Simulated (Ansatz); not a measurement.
Partial pair distribution functions of a relaxed model of amorphous In$_{9}$Ga$_{9}$Zn$_{9}$O$_{38}$Zr, broadened by 0.06 Å; density 5.87 g/cm³. The numbers are results of PBE, scalar-relativistic without spin-orbit coupling (plane waves to 420 eV, PAW; Ansatz, an electronic-structure program), not measurements.

A CHGNet melt-quench gave the starting glass, which DFT then relaxed. O atoms were pushed apart under 1.9 Å during the dynamics, to hinder bonds among them. The hot cell started wider than the set density and was brought back towards it in steps. It is the lowest in DFT energy of 2 quenches. It is a model cell: composition and starting density were chosen by hand, and all elements were melted together. No dispersion term was used. Its density started from a set value of 5.87 and ended at 5.87 g/cm³. The simulated quench (nominally 210 K/ps over its main leg) is rapid and tends to freeze in more defects than a deposited or slowly cooled glass has. One small periodic cell is one sample of the glass; other quenches scatter about these values. The volume was held where the preparation left it and the shape relaxed, at a PBE pressure of 1.5 GPa. Stress components on the final sampling reach 1.5 GPa.

```
r (Å)  g In-O  g Ga-O  g In-In  g Ga-Ga
-----  ------  ------  -------  -------
1.60     0.00    0.00     0.00     0.00
1.70     0.00    0.24     0.00     0.00
1.80     0.00    3.98     0.00     0.00
1.90     0.05    9.41     0.00     0.00
2.00     1.52    5.55     0.00     0.00
2.10     6.59    1.21     0.00     0.00
2.20     7.13    0.25     0.00     0.00
2.30     3.12    0.24     0.00     0.00
2.40     1.09    0.22     0.00     0.00
2.50     0.51    0.10     0.00     0.00
2.60     0.17    0.09     0.00     0.00
2.70     0.01    0.34     0.00     0.01
2.80     0.06    0.18     0.00     0.51
2.90     0.15    0.14     0.00     1.43
3.00     0.08    0.11     0.00     1.38
3.10     0.21    0.47     0.04     1.55
3.20     0.29    0.31     0.98     2.09
3.30     0.55    0.42     3.30     1.99
3.40     0.62    0.70     4.48     4.06
3.50     0.51    0.87     1.48     3.23
3.60     0.72    1.00     1.90     0.68
3.70     0.82    1.07     2.99     0.78
3.80     0.77    1.54     2.86     0.40
3.90     0.86    1.65     1.56     0.86
4.00     1.12    1.17     0.99     0.92
4.10     1.37    1.02     0.67     0.19
4.20     1.38    1.52     0.25     0.10
4.30     1.05    1.60     0.07     0.67
4.40     1.17    1.59     0.87     1.17
4.50     1.24    1.16     1.32     0.76
4.60     1.37    0.93     0.78     0.68
4.70     1.95    1.25     0.27     0.63
```

Within 2.68 Å each In has 5.56 O neighbours on average.
